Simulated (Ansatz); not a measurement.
Cost and result by functional for the adsorption energy of N on the 1x1 (0001) surface of hcp Y, one in a 2x2 cell, started at the site 'bridge Y-Y (span 3.7 Å)', in Ansatz (plane waves, PAW). Single points on the PBE structure, on one kind of machine; costs are rough ratios of the slab run's core time (references not counted) to the cheapest single point. r2SCAN's cost holds its higher cutoff (500 against 420 eV). Differences are taken against r2SCAN for comparison alone: no measured value is at hand, so the table doesn't rank accuracy.

Model: 17-atom slab, 8.4 Å thick at the start under the adsorbate (thin: gaps and levels are the slab's own), 5x5x1 mesh, Fermi-Dirac 0.1 eV, dipole correction, 8 atoms held, the rest relaxed; held to the start's symmetry, so lower structures may exist; no spin, no spin-orbit, no U, no dispersion correction. At the end it is bonded to 4 Y. In PBE it is, or lies within 0.03 eV of, the lowest of the starts that converged. These notes are the PBE run's. Adsorption energies are against ½ N2(g). A negative adsorption energy means that the adsorbate is more stable on the surface than in its reference.

```
functional                     relative cost  adsorption energy (eV)  less r2SCAN (eV)
-----------------------------  -------------  ----------------------  ----------------
RPBE                                       1                   -2.58              0.79
r2SCAN                                     2                   -3.37              0.00
PBE (the relaxed run's value)              –                   -2.86              0.51
```

The values span 0.79 eV, while the single points' costs differ by a factor of roughly 2. Differences are of unrounded values.

Ansatz is a quantum-chemistry and plane-wave program.
